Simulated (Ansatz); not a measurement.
# SnO: response to strain

The parent structure is SnO in the litharge type structure (space group P4/nmm, No. 129; a = 3.793 Å, c = 4.764 Å; layered, stacked along the Cartesian z axis).

Strains are applied to the cell and any free atomic positions relax.

Calculations: r2SCAN+rVV10 (Ansatz, a quantum-chemistry and plane-wave program, PAW, no spin-orbit coupling), earlier PAW set.

Notes on the quantities. pressure: mean of the normal stresses, compression positive.

```csv
isotropic strain (%),pressure (GPa)
-5.8,14.1
-0.8,?
-0.62,1.0
0,0.0
2.51,-3.6
```

Task: Fit P = P₀ − Bδ + Cδ² with δ = (1 + ε)³ − 1 to the rows shown and predict the withheld row.

Result: Least squares on the printed values gives P₀ = -0.1 GPa, B = 58.6 GPa (at held cell shape), C = 169 GPa (largest residual 0.1 GPa); this predicts 1.4 GPa, and the run gives 1.3 GPa, in agreement.

The mesh was chosen for an insulator and is coarse for the gapless case. Stability against distortions was not tested. All final runs are without spin polarisation.
